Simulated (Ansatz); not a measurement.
Ag (Fm-3m), PBEsol, DFPT electron-phonon coupling, linearised Boltzmann equation (Ansatz, a first-principles code): Condition of this run: hydrostatic pressure -4 GPa (the target of the relaxation). phonon-limited resistivity 1.92 μΩ·cm at 300 K, 2.58 μΩ·cm at 400 K, current-weighted mean free path 46 nm, Drude plasma energy 9.05 eV.

Task: Estimate the electronic thermal conductivity at 300 K by the Wiedemann-Franz law (L₀ = 2.44×10⁻⁸ W·Ω/K²).

Result: L₀T/ρ = 2.44×10⁻⁸ × 300/(1.92×10⁻⁸) = 381 W/(m·K). Inelastic scattering puts the true Lorenz number somewhat under L₀ near and below the Debye temperature.

Task: What temperature coefficient of resistance follows, and how does it compare with 1/T?

Result: (ρ₄₀₀ − ρ₃₀₀)/(100 K × ρ₃₀₀) = 3.44×10⁻³ K⁻¹, against 1/T = 3.33×10⁻³ K⁻¹ for a resistivity proportional to T. Impurities would add a constant and lower it.

Task: What is the classical skin depth at 100 GHz (nonmagnetic, μ₀ = 1.257×10⁻⁶ H/m)?

Result: δ = √(ρ/(π f μ₀)) = 221 nm.

A metal at this level (no band gap). Only scattering by harmonic phonons is included (no impurities, grain boundaries, electron-electron scattering or thermal expansion). Spin-orbit coupling is left out. Halving the electron mesh (36x36x36) moves the resistivity by up to 1 % at 300 K, the mean free path by up to 1 %. Smearing 0.20 eV; phonons on a 6x6x6 q mesh, which this run doesn't test.
